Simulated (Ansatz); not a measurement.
Start from RhGe (space group Pnma, No. 62).

```xyz
8
Lattice="5.6591 0.0000 0.0000 0.0000 3.2609 0.0000 0.0000 0.0000 6.4331" Properties=species:S:1:pos:R:3 pbc="T T T"
Ge     4.5731     2.4456     2.8087
Ge     1.0860     0.8152     3.6243
Ge     3.9155     0.8152     6.0253
Ge     1.7436     2.4456     0.4078
Rh     5.6293     2.4456     5.1336
Rh     0.0298     0.8152     1.2994
Rh     2.8593     0.8152     1.9171
Rh     2.7998     2.4456     4.5160
```

Method: Ansatz (a quantum-chemistry and plane-wave program), PBEsol, PAW, cutoff 420 eV, scalar-relativistic without spin-orbit coupling, earlier PAW set.

It is then changed as follows: an isotropic linear strain of +3.75 %; the atoms relax in the strained cell.

How does this affect the energy relative to the base?

The energy grows by 95 meV/atom.

What happens to the largest internal atomic displacement?

The largest internal atomic displacement amounts to 0.052 Å.

Whether these cells are dynamically stable was not tested. The final runs are not spin-polarised.
